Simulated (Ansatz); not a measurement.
# How a calculation on Al₂NiS₄ (Fd-3m, 14 atoms in the cell) responds to its settings

```xyz
14
Lattice="0.0000 4.8535 4.8535 4.8535 0.0000 4.8535 4.8535 4.8535 0.0000" Properties=species:S:1:pos:R:3 pbc="T T T"
Al     1.2134     1.2134     1.2134
Al     1.2134     3.6401     3.6401
Al     3.6401     1.2134     3.6401
Al     3.6401     3.6401     1.2134
Ni     7.2803     7.2803     7.2803
Ni     4.8535     4.8535     4.8535
S      3.5198     3.5198     3.5198
S      3.5198     6.1873     6.1873
S      6.1873     3.5198     6.1873
S      6.1873     6.1873     3.5198
S      8.6141     8.6141     8.6141
S      8.6141     5.9465     5.9465
S      5.9465     8.6141     5.9465
S      5.9465     5.9465     8.6141
```
Moments meant for the start (each program seeds them in its own way; μB, in the order of the atoms Al Al Al Al Ni Ni S S S S S S S S): 0.0 0.0 0.0 0.0 2.0 2.0 0.0 0.0 0.0 0.0 0.0 0.0 0.0 0.0.

Base run A: Ansatz (a program for electronic structure) with PBE, self-consistent single point.

Its settings: kpoints.mp_grid.grid = 3 3 3; hamiltonian.xc = pbe; hamiltonian.pseudopotentials = {kind: paw} (the program's default PAW files); magnetization.spin_polarized = true; scf.occupations.method = cold; scf.occupations.width = 0.1 eV.

The starting cell was generated: these elements placed on a structure prototype, without a prior relaxation; it need not be a known phase or ordering of this composition. The magnetic order is the one reached from the typed start; others were not searched systematically. The program warned that, by what it read of turns of the moments, another magnetic order lies lower. In the base run, with a pressure of about 11 GPa the cell is away from its equilibrium volume at this level. In the base run, forces exceed 1 eV/Å. Ansatz's pressure includes its estimate of the finite-basis (Pulay) stress.

A dash stands where there is no value to compare (another energy zero or no entropy term, no result, no spin, no clean gap, or a mesh too coarse for one). 

Run A gave: pressure (GPa) 10.79; largest force (eV/Å) 2.217; size of the net moment (μB/atom) 0.26.

Runs:
- B: hamiltonian.dispersion: default → d3bj [PBE-D3BJ]
- C: hamiltonian.dispersion: default → d3bjatm [PBE-D3BJ-ATM]
- D: hamiltonian.dispersion: default → d4 [PBE-D4]
- E: hamiltonian.xc: pbe → pbesol; hamiltonian.dispersion: default → d4 [PBEsol-D4]

What does run C change against A?

The pressure goes from 10.79 to 7.56 GPa, the largest force hardly changes (2.217 to 2.224 eV/Å) and the size of the net moment stays at 0.26 μB/atom.

What does run D change against A?

The pressure goes from 10.79 to 7.18 GPa, the largest force goes from 2.217 to 2.239 eV/Å and the size of the net moment stays at 0.26 μB/atom.

What does run B change against A?

The pressure goes from 10.79 to 7.08 GPa, the largest force moves little (2.217 to 2.224 eV/Å) and the size of the net moment stays at 0.26 μB/atom.

```tsv
run	pressure (GPa)	largest force (eV/Å)	size of the net moment (μB/atom)	dispersion energy (eV/atom)
A	10.79	2.217	0.26	–
B	7.08	2.224	0.26	-0.372
C	7.56	2.224	0.26	-0.347
D	7.18	2.239	0.26	-0.389
E	4.65	2.350	0.21	-0.221
```

Keys are those of Ansatz 0.2.
